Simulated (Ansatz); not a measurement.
Density of states of MoRh3 (P6_3/mmc, 8 atoms in the cell).

```
MoRh3
1.0
    5.45600     0.00000     0.00000
   -2.72800     4.72504     0.00000
    0.00000     0.00000     4.35000
Mo Rh
2 6
Direct
  0.33333   0.66667   0.25000
  0.66667   0.33333   0.75000
  0.83300   0.66600   0.25000
  0.16700   0.83300   0.75000
  0.33400   0.16700   0.25000
  0.16700   0.33400   0.75000
  0.83300   0.16700   0.25000
  0.66600   0.83300   0.75000
```

Method: PBEsol, default PAW files made with PBE (plane waves; Ansatz, a program for electronic structure).

SCF settings: kpoints.mp_grid.grid = 6 6 6; hamiltonian.xc = pbesol; hamiltonian.pseudopotentials = {kind: paw} (the program's default PAW files); scf.occupations.method = cold; scf.occupations.width = 0.1 eV. Keys of the DOS step: output.dos.nscf_kmesh.grid = 9 9 9.

The starting cell comes from a database of published, mostly measured structures (it also holds non-ambient and calculated ones), without a prior relaxation at this level. Spin polarisation is off.

Total DOS (both spins), as means of the tabulated values in each energy bin; the zero is the program's Fermi level or highest filled level, and the curve is cut to this window:

```csv
E (eV),states/eV/cell
-7.75,0.26
-7.25,0.51
-6.75,0.80
-6.25,3.30
-5.75,11.6
-5.25,12.3
-4.75,10.8
-4.25,11.3
-3.75,9.81
-3.25,11.5
-2.75,13.9
-2.25,13.7
-1.75,10.2
-1.25,11.2
-0.75,5.73
-0.25,5.02
0.25,7.93
0.75,10.00
```

Around zero the curve holds about 6.8 states/eV/cell.

Keys are those of Ansatz 0.2.
